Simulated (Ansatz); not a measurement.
Base system: TiO$_{2}$ in the anatase structure (space group I4_1/amd, No. 141; a = 3.7779 Å, c = 9.5838 Å). Axes: x, y, z lie along a, b, c of the conventional cell.

Structures relaxed with r2SCAN (Ansatz, a quantum-chemistry and plane-wave program), spin-orbit coupling left out.

Base:

Simulated powder pattern, Cu Kα, λ = 1.54184 Å (kinematic, ideal powder, no thermal factors, no anomalous dispersion; the 14 strongest lines at most, above 2 %, up to 2θ = 90°):

```
2θ (°)  I/Imax (%)    hkl
------  ----------  -----
25.34          100  (101)
36.85          6.1  (103)
37.54           21  (004)
38.59          7.1  (112)
48.17           29  (200)
53.62           20  (105)
55.20           19  (211)
62.15          3.0  (213)
62.63           15  (204)
68.44          6.9  (116)
70.50          7.4  (220)
74.93           12  (215)
76.26          3.1  (301)
82.72          5.9  (224)
```

After one change:

Simulated powder pattern, Cu Kα, λ = 1.54184 Å (kinematic, ideal powder, no thermal factors, no anomalous dispersion; the 14 strongest lines at most, above 2 %, up to 2θ = 90°):

| 2θ (°) | I/Imax (%) |
|---|---|
| 25.29 | 100 |
| 25.51 | 100 |
| 37.34 | 41 |
| 38.64 | 14 |
| 48.10 | 29 |
| 48.60 | 28 |
| 53.37 | 19 |
| 53.48 | 21 |
| 55.22 | 19 |
| 55.56 | 18 |
| 62.42 | 18 |
| 62.85 | 14 |
| 68.22 | 14 |
| 70.78 | 15 |

Problem. Name the change that was made.
A) uniaxial stress, 2 GPa compression along x
B) uniaxial stress, 5 GPa tension along x
C) uniaxial stress, 1 GPa compression along x
D) uniaxial strain ε_xx = +3.72 %

Solution. A, uniaxial stress, 2 GPa compression along x. Its volume per atom is 11.38 Å³ against 11.40 Å³, and its space group is Imma (No. 74).

Beyond what the load breaks, stability against distortions was not tested. All final runs are without spin polarisation.
